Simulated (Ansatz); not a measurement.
Sensitivity of a calculation on La2Sn3Pb3 (Pmmm, 8 atoms in the cell) to its settings

```yaml
crystal:
  lattice:
    - [4.98384, 0.00000, 0.00000]
    - [0.00000, 4.99418, 0.00000]
    - [0.00000, 0.00000, 9.96219]
  atoms:
    - { symbol: La, position: [0.00000, 0.00000, 0.24484] }
    - { symbol: La, position: [0.00000, 0.00000, 0.75516] }
    - { symbol: Sn, position: [0.00000, 0.50000, 0.00000] }
    - { symbol: Sn, position: [0.50000, 0.00000, 0.50000] }
    - { symbol: Sn, position: [0.50000, 0.00000, 0.00000] }
    - { symbol: Pb, position: [0.50000, 0.50000, 0.24773] }
    - { symbol: Pb, position: [0.50000, 0.50000, 0.75227] }
    - { symbol: Pb, position: [0.00000, 0.50000, 0.50000] }
```

Base run A: PBEsol, PAW files made with PBE in Ansatz (a program for electronic structure), self-consistent single point.

Its settings: kpoints.mp_grid.grid = 5 5 3; hamiltonian.xc = pbesol; hamiltonian.pseudopotentials = {kind: paw} (the program's default PAW files); scf.occupations.method = cold; scf.occupations.width = 0.0037 Ry.

The starting cell comes from a database of computed structures (which also holds hypothetical and non-ambient phases and stackings), without a prior relaxation at this level. Its lattice was rescaled by a random factor within 2.5 % of one. In the base run, with a pressure of about -5 GPa the cell is away from its equilibrium volume at this level. Ansatz's pressure includes its estimate of the finite-basis (Pulay) stress.

ΔF is the free energy per atom less that of run A. A dash stands where there is no value to compare (another energy zero or no entropy term, no result, no spin, no clean gap, or a mesh too coarse for one). Absolute energies have different zeros for different potentials, functionals, Hubbard and dispersion terms and are not compared across them.

Run A gave: pressure (GPa) -4.96; largest force (eV/Å) 0.030; k-points 18; valence electrons 106.

Runs:
- B: crystal.symmetry.detect: default → false
- C: 1 x 2 x 1 supercell, mesh divided and rounded up; kpoints.mp_grid.grid: 5 5 3 → 5 3 3
- D: scf.convergence.dr2_threshold: default (1e-07 eV) → 0.001 eV
- E: kpoints.mp_grid.grid: 5 5 3 → 8 7 4
- F: hamiltonian.xc: pbesol → blyp [BLYP]
- G: scf.algorithm: default → direct_min
- H: scf.mixing.preconditioner: default (the program chose Kerker) → kerker; scf.mixing.q_tf: default → 0.5
- I: scf.mixing.algorithm: default (the program chose MSR1) → anderson; scf.mixing.beta: default → 0.7

Task: What does run E change against A?

Result: The free energy goes down by 2.5 meV/atom, the pressure stays near -4.96 GPa while the xx stress (positive for compression) goes from -4.62 to -4.98 GPa and the largest force goes from 0.030 to 0.052 eV/Å.

```tsv
run	ΔF (meV/atom)	pressure (GPa)	largest force (eV/Å)	k-points	valence electrons
A	0.00	-4.96	0.030	18	106
B	0.00	-4.96	0.030	38	106
C	5.8	-4.89	0.036	12	212
D	0.00	-4.96	0.031	18	106
E	-2.5	-4.96	0.052	60	106
F	–	1.15	0.021	18	106
G	0.00	-4.96	0.030	18	106
H	0.00	-4.96	0.030	18	106
I	0.00	-4.96	0.030	18	106
```

Keys are those of Ansatz 0.2.
